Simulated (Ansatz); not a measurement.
The starting structures come from a database of crystals and need not be the phases stable at ambient conditions.

```xyz
6
Lattice="4.1373 0.0000 0.0000 1.5407 3.8523 0.0000 0.0000 0.0000 7.2567" Properties=species:S:1:pos:R:3 pbc="T T T"
Ag     5.0465     3.4515     1.8142
Ag     0.6315     0.4008     5.4425
Ag     2.8390     1.9261     0.0000
Ag     2.8390     1.9261     3.6284
S      1.5661     1.0971     1.8142
S      4.1119     2.7552     5.4425
```

Space group of this cell: P2_1/m. The cell is strained (all lengths scaled by 0.98); by PBEsol its mean pressure is 1.3 GPa.

Transport runs along the normal of the first two printed cell vectors.

No gap correction and no spin-orbit coupling; mid-gap values are interpolated between computed energies.

**Question.** Predict the band gap and the smallest decay constant κ at mid-gap from Ansatz (a quantum-chemistry and plane-wave program) with PBEsol.

**Answer.** Gap 1.04 eV on a 8×8×4 mesh; κ = 0.187 1/Å, at (0.500, 0.000) of the in-plane reciprocal vectors. At the zone centre, at the nearest computed energy, the slowest state has κ = 0.23 1/Å.
